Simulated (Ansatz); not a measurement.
Worked example: self-consistent single point of ZnO (P6_3mc, 4 atoms in the cell) in Ansatz (a program for electronic structure).

Level of theory: PBE (plane waves, PAW; Ansatz).

The change in words: lattice scaled by 0.98. Reference geometry:
```xyz
4
Lattice="3.2374 0.0000 0.0000 -1.6187 2.8036 0.0000 0.0000 0.0000 5.2221" Properties=species:S:1:pos:R:3 pbc="T T T"
Zn     1.6187     0.9345     2.6141
Zn     0.0000     1.8691     0.0031
O      1.6187     0.9345     4.5940
O      0.0000     1.8691     1.9829
```

Reference input (self-consistent single point, DFT, PBE, plane waves, default PAW files): kpoints.mp_grid.grid = 8 8 5; hamiltonian.xc = pbe; hamiltonian.pseudopotentials = {kind: paw} (the program's default PAW files); scf.occupations.method = fermi_dirac; scf.occupations.width = 0.02 eV. This run's input differs from it in these lines:

```diff
@@ -3,5 +3,5 @@
   lattice:
-    - [3.23735000, 0.00000000, 0.00000000]
-    - [-1.61867500, 2.80362700, 0.00000000]
-    - [0.00000000, 0.00000000, 5.22206000]
+    - [3.17260300, 0.00000000, 0.00000000]
+    - [-1.58630200, 2.74755400, 0.00000000]
+    - [0.00000000, 0.00000000, 5.11761900]
   atoms:
```

Log, with long lists cut:

```
SCF iter   1: F=—  HF=-7773.475740 eV  |F-HF|=—  |Δ(HF+E_count)|=         —  Δρ=9.10e-4  dr2=1.44e-4  ethr=1.77e-3  ⟨swp⟩=6.1  Hψ=3057  notcnv=0
all-band conjugate gradients solve this SCF's bands
preconditioner: auto → Resta (q_TF=auto, 2.633 Å⁻¹)
SCF iter   2: F=—  HF=-7773.476892 eV  |F-HF|=—  |Δ(HF+E_count)|=   1.15e-3  Δρ=4.37e-4  dr2=2.84e-5  ethr=4.01e-7  ⟨swp⟩=2.6  Hψ=1637  notcnv=0
SCF iter   3: F=—  HF=-7773.477074 eV  |F-HF|=—  |Δ(HF+E_count)|=   1.82e-4  Δρ=2.53e-4  dr2=1.26e-5  ethr=7.89e-8  ⟨swp⟩=2.0  Hψ=1127  notcnv=0
SCF iter   4: F=—  HF=-7773.477116 eV  |F-HF|=—  |Δ(HF+E_count)|=   4.13e-5  Δρ=1.35e-4  dr2=4.10e-6  ethr=3.51e-8  ⟨swp⟩=2.0  Hψ=1164  notcnv=0
SCF iter   5: F=—  HF=-7773.477122 eV  |F-HF|=—  |Δ(HF+E_count)|=   6.40e-6  Δρ=3.91e-5  dr2=5.50e-7  ethr=1.14e-8  ⟨swp⟩=2.0  Hψ=1142  notcnv=0
SCF iter   6: F=-7773.477122 eV  HF=-7773.477122 eV  |F-HF|=6.63e-8  |Δ(HF+E_count)|=   3.46e-7  Δρ=1.04e-5  dr2=3.32e-8  ethr=2.78e-10  ⟨swp⟩=3.0  Hψ=2918  notcnv=0
SCF 1 converged in 6 iterations: F = -7773.477122 eV  dr2 = 3.32e-8
Free energy (F): -7773.477122 eV
Internal energy: -7773.477122 eV  (E = F + TS)
E sigma→0 (E₀):  -7773.477122 eV
Fermi energy:    8.696287 eV
--- Forces (eV/Å), atoms counted from 1 ---
  atom   1  Zn    -0.00000000     0.00000000     0.00026738
  atom   2  Zn     0.00000000    -0.00000000     0.00026738
  atom   3  O     -0.00000000     0.00000000    -0.00027451
  atom   4  O      0.00000000    -0.00000000    -0.00027451
--- Stress (GPa, compression-positive) ---
       16.089935      -0.000000       0.000000
       -0.000000      16.089935       0.000000
        0.000000       0.000000      16.097679
  P = ⅓ Tr σ = 16.0925 GPa (160.925 kbar)
  The stress holds the Pulay correction. Without it, at fixed plane waves, as pw.x and ABINIT print it: P = 15.3146 GPa
```

The run converged in 6 iterations. Against the reference run the free energy goes up by 45.9 meV/atom, the pressure goes from 5.55 to 16.09 GPa, the largest force moves little (0.003 to 0.000 eV/Å) and the gap on the mesh goes from 0.801 to 0.886 eV.

The starting cell comes from a database of computed structures (which also holds hypothetical and non-ambient phases and stackings), without a prior relaxation at this level. For this run, on top of that: lattice scaled by 0.98. With a pressure of about 16 GPa the cell is away from its equilibrium volume at this level. Ansatz's pressure includes its estimate of the finite-basis (Pulay) stress. Without the estimate this run gives 15.31 GPa.

Keys are those of Ansatz 0.2.
